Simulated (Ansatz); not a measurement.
Candidates (primitive cells; geometry: cell and atoms relaxed with PBEsol):
A. CdS (P6_3mc), a = b = 4.1243 Å, c = 6.7092 Å, α = β = 90.00°, γ = 120.00°
B. Be2C (Fm-3m), a = 3.0481 Å, b = 3.0481 Å, c = 3.0481 Å, α = 60.00°, β = 60.00°, γ = 60.00°
C. CdSe (F-43m), a = b = c = 4.300 Å, α = β = γ = 60.00°
D. KF (Fm-3m), a = b = c = 3.752 Å, α = β = γ = 60.00°
E. CdF$_{2}$ (Fm-3m), a = b = c = 3.8070 Å, α = β = γ = 60.00°

Q: Rank these by electron conductivity mass (highest first), as PBEsol, rigid bands run with Ansatz (a quantum-chemistry and plane-wave program) gives it.

A: D (0.55 mₑ), E (0.38 mₑ), B (0.30 mₑ), A (0.133 mₑ), C (0.061 mₑ)

Masses are for dilute carriers at 300 K, harmonic means over directions unless an axis is named. Spin-orbit coupling is left out.

Formula and space group known from diffraction (Crystallography Open Database), not checked to be the room-temperature form: Be2C (Fm-3m), CdF2 (Fm-3m).
